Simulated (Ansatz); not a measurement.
## Σ57 (445) [1-10] symmetric tilt, annealed from start 1, in Ge (diamond structure)

Prepared with Tersoff's 1989 multicomponent potential (SiCGe.tersoff) (LAMMPS): 40 ps at 1300 K, cooling over 40 ps and minimisation with the cell free along the normal, at the potential's lattice parameter; then scaled to the PBE one. Geometry as solved with PBE, support functions at accuracy medium on the grid of 370 eV run with Ansatz (a program for electronic structure).

The relaxation was stopped after a set number of steps, with force components up to 0.093 eV/Å left.

```xyz
544
Lattice="30.75 0.00 0.00 0.00 16.29 0.00 0.00 0.00 26.23" Properties=species:S:1:pos:R:3 pbc="T T T"
Ge    30.44     0.08     1.85
Ge     3.37     2.10     1.93
Ge     0.90     2.10     2.66
Ge     0.70     2.07     5.16
Ge     8.25     0.10    26.83
Ge     7.02     0.02     2.75
Ge     4.49     0.06     2.95
Ge     4.26     0.04     5.53
Ge     1.81     0.02     6.06
Ge     1.53    16.27     8.53
Ge     9.75     2.13    26.81
Ge    10.48     2.05     3.03
Ge     8.05     2.05     3.75
Ge     7.78     2.00     6.18
Ge     5.33     2.09     6.57
Ge     5.12     2.07     9.10
Ge     2.64     2.00     9.37
Ge     2.39     2.00    11.78
Ge    14.44    15.67     1.30
Ge    14.00    16.14     3.73
Ge    11.52    16.26     4.01
Ge    11.25    16.23     6.51
Ge     8.86    16.23     7.11
Ge     8.60    16.12     9.56
Ge     6.18    16.20     9.90
Ge     6.17     0.08    12.38
Ge     3.73     0.14    12.81
Ge    17.41     2.33     1.99
Ge    17.34     2.07     4.50
Ge    14.91     1.92     4.82
Ge    14.59     1.98     7.27
Ge    12.13     1.96     7.64
Ge    11.76     1.91    10.12
Ge     9.26     1.96    10.60
Ge     9.81     1.75    14.30
Ge     7.88     1.95    12.74
Ge    20.96     0.09     2.61
Ge    20.91     0.14     5.05
Ge    18.48     0.05     5.45
Ge    18.18     0.04     7.93
Ge    15.72    -0.03     8.18
Ge    15.40     0.01    10.61
Ge    12.96    -0.01    11.25
Ge    13.66     0.10    13.75
Ge    24.47     2.11     2.71
Ge    24.38     2.10     5.18
Ge    22.03     2.08     6.00
Ge    21.69     2.09     8.44
Ge    19.23     2.08     8.98
Ge    18.93     2.11    11.51
Ge    16.37     2.08    11.64
Ge    15.08     2.18    13.78
Ge    28.04     0.08     2.67
Ge    27.88     0.07     5.14
Ge    25.51     0.07     5.99
Ge    25.21     0.07     8.46
Ge    22.81     0.07     9.29
Ge    22.56     0.08    11.76
Ge    20.09     0.08    12.48
Ge    29.05     2.10     5.94
Ge    28.75     2.09     8.41
Ge    26.38     2.10     9.26
Ge    26.15     2.10    11.73
Ge    23.77     2.11    12.56
Ge    29.89     0.06     9.24
Ge    29.67     0.07    11.69
Ge    27.32     0.07    12.53
Ge     0.05     2.11    12.51
Ge    16.66    16.44     0.85
Ge    19.82     2.12     1.64
Ge    23.33     0.06     1.90
Ge    26.84     2.12     1.89
Ge    30.45     4.15     1.87
Ge     3.37     6.19     1.91
Ge     0.90     6.19     2.67
Ge     0.69     6.16     5.17
Ge     8.27     4.19    26.83
Ge     7.02     4.11     2.74
Ge     4.49     4.14     2.94
Ge     4.26     4.11     5.50
Ge     1.81     4.11     6.02
Ge     1.53     4.06     8.48
Ge     9.76     6.22    26.83
Ge    10.47     6.15     3.05
Ge     8.03     6.15     3.74
Ge     7.74     6.13     6.16
Ge     5.30     6.15     6.57
Ge     4.99     6.15     9.10
Ge     2.52     6.18     9.26
Ge     2.27     6.11    11.64
Ge    14.26     3.23     1.24
Ge    14.02     3.92     3.67
Ge    11.53     4.09     4.06
Ge    11.21     4.06     6.60
Ge     8.75     4.07     7.11
Ge     8.36     4.03     9.54
Ge     5.83     4.17    10.50
Ge     7.11     4.29    12.86
Ge     3.61     4.11    12.15
Ge    19.67     6.17     2.27
Ge    17.80     6.14     4.21
Ge    15.23     6.00     4.50
Ge    14.80     6.06     7.01
Ge    12.33     6.12     7.51
Ge    11.95     6.14    10.01
Ge     9.50     6.04    10.46
Ge     9.32     5.45    12.86
Ge     5.90     5.00    14.98
Ge    20.98     4.10     2.63
Ge    20.89     4.03     5.08
Ge    18.46     4.10     5.51
Ge    18.14     4.11     7.99
Ge    15.65     4.05     8.20
Ge    15.26     4.07    10.65
Ge    12.70     3.99    11.01
Ge    13.55     4.18    14.14
Ge    24.50     6.19     2.74
Ge    24.36     6.16     5.20
Ge    21.99     6.09     5.95
Ge    21.69     6.13     8.41
Ge    19.24     6.14     8.99
Ge    18.93     6.15    11.52
Ge    16.36     6.09    11.66
Ge    15.09     6.20    13.79
Ge    28.04     4.15     2.67
Ge    27.89     4.13     5.14
Ge    25.52     4.13     5.99
Ge    25.22     4.13     8.46
Ge    22.82     4.12     9.29
Ge    22.56     4.13    11.76
Ge    20.10     4.14    12.49
Ge    29.04     6.17     5.93
Ge    28.75     6.16     8.40
Ge    26.37     6.16     9.25
Ge    26.13     6.16    11.72
Ge    23.75     6.17    12.56
Ge    29.89     4.12     9.22
Ge    29.66     4.12    11.67
Ge    27.32     4.14    12.52
Ge    -0.03     6.19    12.50
Ge    16.45     3.63    26.08
Ge    19.65     6.18    26.00
Ge    23.35     4.17     1.92
Ge    26.86     6.19     1.89
Ge    30.44     8.23     1.88
Ge     3.36    10.25     1.91
Ge     0.89    10.27     2.66
Ge     0.67    10.27     5.15
Ge     8.27     8.26    26.81
Ge     7.02     8.20     2.73
Ge     4.49     8.21     2.93
Ge     4.24     8.19     5.49
Ge     1.79     8.23     6.02
Ge     1.48     8.26     8.46
Ge     9.76    10.30    26.84
Ge    10.50    10.21     3.06
Ge     8.06    10.21     3.77
Ge     7.76    10.19     6.21
Ge     5.30    10.22     6.52
Ge     5.00    10.25     9.02
Ge     2.55    10.33     9.35
Ge     2.26    10.29    11.76
Ge    14.15     7.75     1.10
Ge    14.09     8.03     3.60
Ge    11.58     8.16     4.06
Ge    11.23     8.17     6.59
Ge     8.76     8.13     7.20
Ge     8.35     8.10     9.68
Ge     5.76     8.24    10.31
Ge     3.54     8.19    12.11
Ge     3.68     8.25    14.57
Ge    19.66    10.25     2.29
Ge    17.80    10.21     4.23
Ge    15.21    10.11     4.55
Ge    14.81    10.11     7.07
Ge    12.34    10.17     7.63
Ge    12.01    10.15    10.19
Ge     9.54    10.03    10.67
Ge     8.95     9.59    13.07
Ge     6.44     9.19    12.80
Ge    21.01     8.20     2.77
Ge    20.99     8.18     5.17
Ge    18.56     8.18     5.48
Ge    18.22     8.17     7.94
Ge    15.76     8.09     8.14
Ge    15.44     8.13    10.57
Ge    13.02     8.12    11.23
Ge    13.68     8.27    13.72
Ge    24.49    10.26     2.73
Ge    24.39    10.25     5.19
Ge    22.06    10.23     6.01
Ge    21.73    10.24     8.44
Ge    19.28    10.22     8.96
Ge    19.00    10.24    11.48
Ge    16.47    10.18    11.59
Ge    15.19    10.30    13.71
Ge    28.04     8.23     2.68
Ge    27.87     8.21     5.15
Ge    25.50     8.20     5.99
Ge    25.22     8.20     8.46
Ge    22.81     8.18     9.27
Ge    22.56     8.20    11.75
Ge    20.10     8.20    12.48
Ge    29.02    10.26     5.94
Ge    28.73    10.27     8.41
Ge    26.35    10.26     9.24
Ge    26.15    10.27    11.71
Ge    23.76    10.26    12.52
Ge    29.85     8.22     9.20
Ge    29.58     8.19    11.64
Ge    27.26     8.21    12.51
Ge    -0.08    10.21    12.47
Ge    16.04     8.28    25.80
Ge    19.71    10.19    26.01
Ge    23.34     8.22     1.93
Ge    26.85    10.27     1.90
Ge    30.43    12.30     1.84
Ge     3.37    14.33     1.91
Ge     0.90    14.33     2.64
Ge     0.68    14.32     5.13
Ge     8.26    12.33    26.82
Ge     7.01    12.24     2.74
Ge     4.48    12.28     2.91
Ge     4.24    12.25     5.46
Ge     1.79    12.31     6.03
Ge     1.48    12.34     8.49
Ge     9.74    14.36     0.59
Ge    10.46    14.25     3.04
Ge     8.04    14.25     3.77
Ge     7.76    14.21     6.21
Ge     5.30    14.25     6.53
Ge     5.03    14.20     9.03
Ge     2.62    14.26     9.55
Ge     2.51    14.31    12.04
Ge    14.66    11.40     1.33
Ge    14.07    12.13     3.63
Ge    11.57    12.23     4.08
Ge    11.25    12.21     6.62
Ge     8.81    12.19     7.25
Ge     8.50    12.13     9.76
Ge     6.02    12.19    10.22
Ge     5.56    11.61    12.74
Ge     3.18    12.11    13.31
Ge    19.63    14.29     2.26
Ge    17.77    14.29     4.20
Ge    15.21    14.16     4.60
Ge    14.82    14.20     7.09
Ge    12.35    14.25     7.59
Ge    12.00    14.23    10.14
Ge     9.59    14.10    10.79
Ge    10.44    13.52    13.23
Ge     7.04    15.11    14.39
Ge    21.01    12.28     2.77
Ge    20.99    12.28     5.18
Ge    18.55    12.26     5.47
Ge    18.22    12.25     7.94
Ge    15.76    12.17     8.14
Ge    15.46    12.21    10.57
Ge    13.04    12.22    11.23
Ge    13.69    12.35    13.71
Ge    24.50    14.33     2.72
Ge    24.36    14.34     5.18
Ge    21.99    14.38     5.94
Ge    21.70    14.34     8.39
Ge    19.26    14.31     8.96
Ge    18.98    14.32    11.48
Ge    16.45    14.28    11.61
Ge    15.19    14.38    13.74
Ge    28.04    12.30     2.67
Ge    27.87    12.30     5.14
Ge    25.50    12.30     5.98
Ge    25.21    12.30     8.45
Ge    22.81    12.30     9.26
Ge    22.57    12.31    11.74
Ge    20.11    12.29    12.47
Ge    29.04    14.33     5.94
Ge    28.73    14.34     8.41
Ge    26.36    14.33     9.25
Ge    26.14    14.34    11.72
Ge    23.76    14.34    12.56
Ge    29.86    12.31     9.23
Ge    29.68    12.33    11.69
Ge    27.32    12.31    12.52
Ge     0.08    14.36    12.56
Ge    17.05    12.19    27.20
Ge    19.68    14.31    26.00
Ge    23.34    12.30     1.93
Ge    26.85    14.34     1.88
Ge    30.43     0.11    25.57
Ge     3.36     2.16    25.52
Ge     0.90     2.15    24.76
Ge     0.70     2.18    22.26
Ge     7.00     0.19    24.69
Ge     4.48     0.14    24.49
Ge     4.26     0.16    21.92
Ge     1.82     0.14    21.36
Ge     1.58     0.15    18.88
Ge    10.45     2.20    24.36
Ge     8.02     2.24    23.66
Ge     7.76     2.30    21.22
Ge     5.32     2.19    20.85
Ge     5.11     2.17    18.32
Ge     2.64     2.26    18.05
Ge     2.51     2.27    15.64
Ge    13.24     1.14    26.26
Ge    13.99     0.40    23.89
Ge    11.53     0.20    23.32
Ge    11.20     0.18    20.80
Ge     8.74     0.27    20.24
Ge     8.44     0.34    17.76
Ge     5.89     0.08    16.99
Ge     3.72     0.10    15.27
Ge    19.71     2.12    25.37
Ge    17.75     2.23    23.44
Ge    15.18     2.39    23.00
Ge    14.82     2.28    20.47
Ge    12.35     2.21    19.91
Ge    12.06     2.19    17.39
Ge     9.62     2.32    16.76
Ge    11.27     3.77    13.14
Ge    20.93     0.01    24.98
Ge    20.88     0.05    22.54
Ge    18.47     0.21    22.09
Ge    18.21     0.17    19.61
Ge    15.76     0.26    19.33
Ge    15.49     0.21    16.90
Ge    13.07     0.18    16.25
Ge    24.46     2.14    24.84
Ge    24.33     2.16    22.39
Ge    21.93     2.18    21.73
Ge    21.69     2.17    19.25
Ge    19.27     2.18    18.57
Ge    19.01     2.17    16.04
Ge    16.48     2.22    15.85
Ge    28.01     0.10    24.81
Ge    27.86     0.12    22.34
Ge    25.47     0.12    21.57
Ge    25.22     0.12    19.10
Ge    22.81     0.13    18.37
Ge    22.58     0.12    15.87
Ge    20.14     0.13    15.07
Ge    29.03     2.16    21.55
Ge    28.78     2.17    19.09
Ge    26.38     2.16    18.30
Ge    26.18     2.15    15.84
Ge    23.79     2.15    15.07
Ge    29.92     0.13    18.26
Ge    29.73     0.13    15.82
Ge    27.37     0.11    15.02
Ge     0.12     2.14    14.96
Ge    23.31     0.10    25.67
Ge    26.84     2.14    25.63
Ge    30.44     4.19    25.57
Ge     3.36     6.24    25.50
Ge     0.89     6.25    24.77
Ge     0.70     6.28    22.26
Ge     7.01     4.26    24.69
Ge     4.48     4.20    24.50
Ge     4.26     4.22    21.95
Ge     1.81     4.24    21.39
Ge     1.56     4.29    18.93
Ge    10.47     6.29    24.39
Ge     8.06     6.29    23.64
Ge     7.81     6.33    21.20
Ge     5.33     6.27    20.95
Ge     5.12     6.28    18.47
Ge     2.69     6.28    17.92
Ge     2.38     6.30    15.48
Ge    14.09     5.33    26.26
Ge    14.01     4.51    23.81
Ge    11.54     4.26    23.39
Ge    11.27     4.27    20.85
Ge     8.87     4.31    20.20
Ge     8.63     4.43    17.69
Ge     6.18     4.28    17.38
Ge     3.56     4.30    14.59
Ge    17.24     6.08    25.40
Ge    17.36     6.23    22.94
Ge    14.94     6.43    22.56
Ge    14.66     6.35    20.15
Ge    12.22     6.32    19.75
Ge    12.01     6.34    17.24
Ge     9.60     6.55    16.68
Ge     8.80     7.35    14.38
Ge    20.93     4.23    25.01
Ge    20.92     4.30    22.58
Ge    18.52     4.20    22.09
Ge    18.27     4.21    19.63
Ge    15.82     4.28    19.42
Ge    15.60     4.25    17.02
Ge    13.17     4.25    16.56
Ge    24.46     6.21    24.86
Ge    24.34     6.25    22.40
Ge    21.96     6.32    21.67
Ge    21.69     6.27    19.21
Ge    19.26     6.26    18.59
Ge    19.00     6.24    16.05
Ge    16.46     6.28    15.89
Ge    28.03     4.18    24.83
Ge    27.86     4.20    22.35
Ge    25.47     4.20    21.57
Ge    25.22     4.20    19.10
Ge    22.80     4.21    18.36
Ge    22.58     4.19    15.87
Ge    20.13     4.20    15.08
Ge    29.03     6.24    21.55
Ge    28.77     6.24    19.08
Ge    26.38     6.24    18.30
Ge    26.18     6.22    15.83
Ge    23.78     6.22    15.07
Ge    29.91     4.21    18.25
Ge    29.70     4.18    15.80
Ge    27.34     4.18    15.01
Ge     0.00     6.24    14.94
Ge    23.32     4.17    25.69
Ge    26.84     6.21    25.63
Ge    30.43     8.26    25.60
Ge     3.36    10.30    25.51
Ge     0.90    10.29    24.77
Ge     0.70    10.30    22.27
Ge     7.02     8.32    24.66
Ge     4.48     8.29    24.49
Ge     4.26     8.32    21.93
Ge     1.83     8.30    21.31
Ge     1.60     8.33    18.80
Ge    10.52    10.35    24.40
Ge     8.06    10.36    23.65
Ge     7.77    10.42    21.22
Ge     5.31    10.35    20.83
Ge     5.10    10.35    18.29
Ge     2.67    10.39    17.81
Ge     2.52    10.41    15.30
Ge    13.20     9.76    26.09
Ge    14.23     8.50    23.82
Ge    11.66     8.31    23.43
Ge    11.29     8.35    20.88
Ge     8.87     8.42    20.30
Ge     8.64     8.52    17.83
Ge     6.21     8.27    17.39
Ge     6.18     7.58    14.94
Ge    17.35    10.41    25.41
Ge    17.36    10.44    22.95
Ge    14.93    10.57    22.66
Ge    14.65    10.45    20.22
Ge    12.24    10.38    19.73
Ge    12.00    10.39    17.20
Ge     9.59    10.63    16.75
Ge     9.07    11.62    14.48
Ge    20.89     8.19    25.14
Ge    20.81     8.29    22.67
Ge    18.41     8.32    22.08
Ge    18.20     8.31    19.60
Ge    15.74     8.40    19.29
Ge    15.48     8.37    16.86
Ge    13.06     8.34    16.19
Ge    24.43    10.28    24.87
Ge    24.31    10.31    22.41
Ge    21.90    10.32    21.75
Ge    21.67    10.32    19.26
Ge    19.25    10.34    18.58
Ge    19.01    10.32    16.04
Ge    16.49    10.38    15.82
Ge    28.02     8.25    24.83
Ge    27.86     8.28    22.35
Ge    25.47     8.28    21.57
Ge    25.21     8.28    19.10
Ge    22.80     8.30    18.34
Ge    22.58     8.27    15.85
Ge    20.13     8.27    15.08
Ge    29.04    10.30    21.54
Ge    28.77    10.30    19.07
Ge    26.38    10.30    18.29
Ge    26.17    10.31    15.82
Ge    23.78    10.30    15.03
Ge    29.91     8.27    18.23
Ge    29.66     8.28    15.79
Ge    27.31     8.27    15.00
Ge     0.07    10.27    14.91
Ge    23.31     8.23    25.70
Ge    26.82    10.28    25.63
Ge    30.43    12.33    25.56
Ge     3.37    14.38    25.50
Ge     0.90    14.37    24.76
Ge     0.70    14.38    22.25
Ge     7.02    12.38    24.68
Ge     4.49    12.34    24.48
Ge     4.26    12.37    21.92
Ge     1.81    12.33    21.39
Ge     1.55    12.32    18.92
Ge    10.44    14.46    24.37
Ge     8.02    14.46    23.67
Ge     7.75    14.51    21.25
Ge     5.31    14.42    20.87
Ge     5.07    14.40    18.35
Ge     2.62    14.33    18.01
Ge     2.54    14.21    15.58
Ge    14.72    13.45    26.15
Ge    13.99    12.65    23.78
Ge    11.52    12.44    23.41
Ge    11.26    12.41    20.84
Ge     8.82    12.49    20.31
Ge     8.56    12.57    17.84
Ge     6.13    12.41    17.24
Ge     6.77    12.59    14.72
Ge    17.23    14.47    25.52
Ge    17.32    14.50    23.01
Ge    14.90    14.65    22.67
Ge    14.67    14.53    20.23
Ge    12.25    14.45    19.77
Ge    12.02    14.46    17.26
Ge     9.58    14.64    16.85
Ge     9.50    15.46    14.50
Ge    20.85    12.27    25.15
Ge    20.82    12.36    22.67
Ge    18.44    12.46    22.04
Ge    18.20    12.41    19.57
Ge    15.73    12.47    19.29
Ge    15.48    12.42    16.86
Ge    13.06    12.42    16.20
Ge    24.44    14.34    24.85
Ge    24.34    14.36    22.39
Ge    21.96    14.33    21.67
Ge    21.69    14.36    19.21
Ge    19.26    14.42    18.57
Ge    19.01    14.40    16.04
Ge    16.49    14.45    15.86
Ge    28.01    12.32    24.81
Ge    27.86    12.33    22.34
Ge    25.47    12.33    21.57
Ge    25.22    12.34    19.10
Ge    22.81    12.33    18.34
Ge    22.58    12.33    15.84
Ge    20.14    12.35    15.07
Ge    29.03    14.37    21.54
Ge    28.78    14.37    19.07
Ge    26.39    14.38    18.30
Ge    26.19    14.37    15.83
Ge    23.79    14.37    15.07
Ge    29.91    12.33    18.23
Ge    29.72    12.33    15.77
Ge    27.35    12.33    15.01
Ge     0.13    14.38    15.01
Ge    23.28    12.31    25.70
Ge    26.83    14.35    25.62
```
